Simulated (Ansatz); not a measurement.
**Pressure series in Ge**

Consider Ge in the diamond structure (space group Fd-3m, No. 227; a = 5.6762 Å).

Cell and atoms are relaxed at each pressure.

The values are results of DFT with PBEsol, PAW potentials and a 420 eV plane-wave cutoff in Ansatz (a first-principles code), without spin-orbit coupling, not measurements.

Notes on the quantities. enthalpy: H = E + PV relative to the base's energy.

```csv
change,lattice parameter a,enthalpy
base,10.726 bohr,–
pressure −2 GPa,10.841 bohr,-0.29 eV/atom
pressure −1 GPa,10.781 bohr,-0.14 eV/atom
pressure 0.3 GPa,10.710 bohr,+0.04 eV/atom
pressure 0.7 GPa,10.690 bohr,+0.10 eV/atom
pressure 1.5 GPa,10.650 bohr,+0.21 eV/atom
pressure 3 GPa,10.582 bohr,+0.42 eV/atom
pressure 5 GPa,10.500 bohr,+0.69 eV/atom
pressure 7.5 GPa,10.409 bohr,+1.02 eV/atom
pressure 10 GPa,10.328 bohr,+1.34 eV/atom
```

Load acts through the strain it causes; cell and atoms are relaxed under it. No phonon test of stability was made. Tetrahedral semiconductors of this kind turn to denser phases somewhere between about 1 and 50 GPa; those were not computed, so compressed cells here can lie past the real transition.
